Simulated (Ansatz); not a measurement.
**SnO2 in the rutile structure (space group P4_2/mnm, No. 136)**

```cif
data_O4Sn2
_chemical_formula_sum 'Sn2 O4'
_space_group_name_H-M_alt 'P42/mnm'
_space_group_IT_number 136
_space_group_name_Hall '-P 4n 2n'
_cell_length_a 4.82756
_cell_length_b 4.82756
_cell_length_c 3.23791
_cell_angle_alpha 90.000
_cell_angle_beta 90.000
_cell_angle_gamma 90.000
loop_
_atom_site_label
_atom_site_type_symbol
_atom_site_symmetry_multiplicity
_atom_site_Wyckoff_symbol
_atom_site_fract_x
_atom_site_fract_y
_atom_site_fract_z
_atom_site_occupancy
Sn1 Sn 2 a 0.00000 0.00000 0.00000 1
O1 O 4 f 0.30660 0.30660 0.00000 1
```

Level of theory: PBE, PAW, 420 eV (Ansatz, a quantum-chemistry and plane-wave program; spin-orbit coupling left out), earlier PAW set. Γ-centred 7×7×10 mesh, Fermi–Dirac width 0.05 eV.

| Item | Value |
|---|---|
| Volume per atom | 12.58 Å³ |
| Density | 6.63 g/cm³ |
| Band gap | 0.68 eV, direct at Γ |
| Electron mass | 0.16 mₑ along c, 0.17 mₑ across |
| Lowest conduction-band minima above the VBM | Γ 0.68 eV |
| Total energy | -2386.359 eV/atom (σ→0; compares only within this code and set-up) |

Effective masses come from finite differences of ±0.01 Å⁻¹. Whether these cells are dynamically stable was not tested.
